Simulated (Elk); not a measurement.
Input and output of a self-consistent single point for Cl (P1, 4 atoms in the cell) (Elk).

Computed with PBE, all-electron FP-LAPW, Elk's shipped species files, default APW+lo basis in Elk.

The change in words: lattice scaled by 0.98. Reference geometry:
```yaml
crystal:
  lattice:
    - [2.24000, -3.12000, 0.00000]
    - [2.24000, 3.12000, 0.00000]
    - [0.00000, 0.00000, 8.26000]
  atoms:
    - { symbol: Cl, position: [0.88260, 0.88360, 0.89136] }
    - { symbol: Cl, position: [0.61927, 0.62147, 0.40179] }
    - { symbol: Cl, position: [0.37489, 0.37869, 0.60781] }
    - { symbol: Cl, position: [0.12325, 0.11624, 0.09904] }
```

Reference input (self-consistent single point, DFT, PBE, all-electron FP-LAPW, Elk's shipped species files, default APW+lo basis): xctype = 20; rgkmax = 7; stype = 3; swidth = 0.000367493 Ha; ngridk = 5 5 2; rmtscf = 0.81. This run's input differs from it in these lines:

```diff
@@ -19,3 +19,3 @@
 scale
-  7.258122919
+  7.112960461
```

Output (repeated stretches shortened):

```
│ Self-consistent loop started │
│ Loop number : 1 │
 total energy                :     -1849.29946039
│ Loop number : 2 │
 total energy                :     -1849.29577165
RMS change in Kohn-Sham potential (target) :   0.4587535205     (  0.1000000000E-05)
Absolute change in total energy (target)   :   0.3688738440E-02 (  0.1000000000E-03)
│ Loop number : 3 │
 total energy                :     -1848.27596562
RMS change in Kohn-Sham potential (target) :   0.2700227436     (  0.1000000000E-05)
Absolute change in total energy (target)   :    1.020728211     (  0.1000000000E-03)
│ Loop number : 4 │
   [... lines left out ...]
Absolute change in total energy (target)   :   0.2235204972E-03 (  0.1000000000E-03)
│ Loop number : 13 │
 total energy                :     -1846.17607979
RMS change in Kohn-Sham potential (target) :   0.5859636457E-06 (  0.1000000000E-05)
Absolute change in total energy (target)   :   0.1218432492E-03 (  0.1000000000E-03)
│ Loop number : 14 │
 total energy                :     -1846.17607485
RMS change in Kohn-Sham potential (target) :   0.3068437555E-06 (  0.1000000000E-05)
Absolute change in total energy (target)   :   0.3540310672E-04 (  0.1000000000E-03)
Convergence targets achieved

│ Loop number : 15 │

Energies :
 Fermi                       :     0.196822008020E-01
 total energy                :     -1846.17607563

Density of states at Fermi energy :   0.2710280192E-06
 (states/Hartree/unit cell)

Estimated indirect band gap :   0.9642920740E-01
 from k-point      1 to k-point      1
Estimated direct band gap   :   0.9642920740E-01
 at k-point      1

Charges :
 core                        :    40.00000000
 valence                     :    28.00000000
 interstitial                :    11.13066899
 muffin-tins (core leakage)
  species :    1 (Cl)
   atom    1                 :    14.21758349     (  0.3376273053E-03)
   atom    2                 :    14.21727254     (  0.3376148847E-03)
   atom    3                 :    14.21587764     (  0.3375674500E-03)
   atom    4                 :    14.21859734     (  0.3376632921E-03)
 total in muffin-tins        :    56.86933101
 total calculated charge     :    67.97584841
 total charge                :    68.00000000
 error                       :   0.2415158655E-01

│ Self-consistent loop stopped │
```

The run converged in 15 iterations. The count includes the last loop, which Elk runs after its targets are met. Against the reference run the free energy rises by 21.3 meV/atom and the gap on the mesh goes from 2.406 to 2.624 eV.

The starting cell has typed, rounded lattice constants, without a prior relaxation at this level. Its atoms were displaced at random from the sites of space group no. 64. For this run, on top of that: lattice scaled by 0.98. Values depend on the basis (sphere radii, cutoffs, local orbitals), which need not be converged.

Cost on one core of a shared machine: roughly 4 min.
